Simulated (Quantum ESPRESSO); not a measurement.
Quantum ESPRESSO 7.5, DFT, PBE, plane waves, SSSP 1.1.2 efficiency PBE: fcc Ag, 1 atom. Basis and mesh were picked for this test and aren't claimed converged.

```
Property                                                           Result
----------------------------------------  -------------------------------
cell                                      2.89, 2.89, 2.89 Å; 60, 60, 60°
task                                                                  scf
k mesh                                                           18×18×18
ecutwfc                                                             45 Ry
ecutrho                                                            360 Ry
occupations                                                      smearing
smearing                                                               mv
degauss                                                           0.02 Ry
conv_thr                                                         1e-09 Ry
tprnfor                                                              true
k-point pools (-nk)                                                     8
diagonalization                                           david (default)
mixing_mode                                               plain (default)
mixing_beta                                                 0.7 (default)
mixing_ndim                                                   8 (default)
k-points computed (base settings)                                     195
bands (base settings)                                                  14
electrons (base settings)                                              19
G-vectors of the density (base settings)                            13323
FFT grid (base settings)                                         36×36×36
symmetry operations (base settings)                                    48
```

Machine: one whole node, AMD EPYC (Zen 5), 96 cores on 1 socket, no SMT, 12 L3 cache groups; 94 cores' worth of CPU time may be used.

Each time is the median wall time of two to five repeats, run one at a time on the otherwise empty machine; start-up is included. Unless noted, each process is bound to its own block of adjacent cores. The times hold for this build (conda-forge: Open MPI 5.0, OpenMP, OpenBLAS 0.3.34 (pthreads), FFTW, ScaLAPACK, ELPA). Scratch files lie in a memory file system.

First run (8 ranks, tstress = false, nbnd = 14 (default), startingwfc = atomic+random (default), disk_io = low (default)):

```
     init_run     :      0.47s CPU      0.47s WALL (       1 calls)
     electrons    :      0.98s CPU      1.01s WALL (       1 calls)
     forces       :      0.01s CPU      0.01s WALL (       1 calls)

     Called by init_run:
     wfcinit      :      0.11s CPU      0.11s WALL (       1 calls)
     potinit      :      0.14s CPU      0.14s WALL (       1 calls)
     hinit0       :      0.21s CPU      0.21s WALL (       1 calls)

     Called by electrons:
     c_bands      :      0.75s CPU      0.77s WALL (       9 calls)
     sum_band     :      0.14s CPU      0.14s WALL (       9 calls)
     v_of_rho     :      0.08s CPU      0.09s WALL (       9 calls)
     mix_rho      :      0.00s CPU      0.00s WALL (       9 calls)

     Called by c_bands:
     init_us_2    :      0.03s CPU      0.03s WALL (     500 calls)
     cegterg      :      0.68s CPU      0.69s WALL (     225 calls)

     Called by *egterg:
     cdiaghg      :      0.06s CPU      0.06s WALL (     717 calls)
     h_psi        :      0.65s CPU      0.67s WALL (     767 calls)
     g_psi        :      0.01s CPU      0.01s WALL (     517 calls)

     Called by h_psi:
     h_psi:calbec :      0.01s CPU      0.01s WALL (     767 calls)
     vloc_psi     :      0.63s CPU      0.64s WALL (     767 calls)
     add_vuspsi   :      0.01s CPU      0.01s WALL (     767 calls)

     General routines
     calbec       :      0.01s CPU      0.01s WALL (     867 calls)
     fft          :      0.16s CPU      0.16s WALL (     108 calls)
     ffts         :      0.11s CPU      0.11s WALL (      18 calls)
     fftw         :      0.66s CPU      0.67s WALL (   19138 calls)
     interpolate  :      0.12s CPU      0.12s WALL (       9 calls)

     Parallel routines

     PWSCF        :      1.48s CPU      1.52s WALL
```

Second run:

```
     init_run     :      0.50s CPU      0.50s WALL (       1 calls)
     electrons    :      1.71s CPU      1.73s WALL (       1 calls)
     forces       :      0.01s CPU      0.01s WALL (       1 calls)

     Called by init_run:
     wfcinit      :      0.14s CPU      0.14s WALL (       1 calls)
     potinit      :      0.14s CPU      0.14s WALL (       1 calls)
     hinit0       :      0.21s CPU      0.21s WALL (       1 calls)

     Called by electrons:
     c_bands      :      1.42s CPU      1.42s WALL (       8 calls)
     sum_band     :      0.22s CPU      0.22s WALL (       8 calls)
     v_of_rho     :      0.07s CPU      0.08s WALL (       8 calls)
     mix_rho      :      0.00s CPU      0.00s WALL (       8 calls)

     Called by c_bands:
     init_us_2    :      0.03s CPU      0.03s WALL (     450 calls)
     cegterg      :      1.21s CPU      1.21s WALL (     200 calls)

     Called by *egterg:
     cdiaghg      :      0.20s CPU      0.20s WALL (     653 calls)
     h_psi        :      0.99s CPU      1.00s WALL (     703 calls)
     g_psi        :      0.02s CPU      0.02s WALL (     478 calls)

     Called by h_psi:
     h_psi:calbec :      0.02s CPU      0.02s WALL (     703 calls)
     vloc_psi     :      0.95s CPU      0.96s WALL (     703 calls)
     add_vuspsi   :      0.01s CPU      0.01s WALL (     703 calls)

     General routines
     calbec       :      0.02s CPU      0.02s WALL (     803 calls)
     fft          :      0.16s CPU      0.16s WALL (      96 calls)
     ffts         :      0.11s CPU      0.11s WALL (      16 calls)
     fftw         :      0.99s CPU      1.00s WALL (   30738 calls)
     interpolate  :      0.12s CPU      0.12s WALL (       8 calls)

     Parallel routines

     PWSCF        :      2.24s CPU      2.27s WALL
```

Which of these changes turns the first timing block into the second?
A. startingwfc = atomic
B. disk_io = high
C. tstress = true
D. nbnd = 26

D, nbnd = 26. The largest move is in FFTs of H·ψ (vloc_psi): 0.64 s to 0.96 s. The other changes gave 2.0 s (startingwfc = atomic), 2.1 s (tstress = true), 2.0 s (disk_io = high), against 2.8 s here and 2.0 s at first.
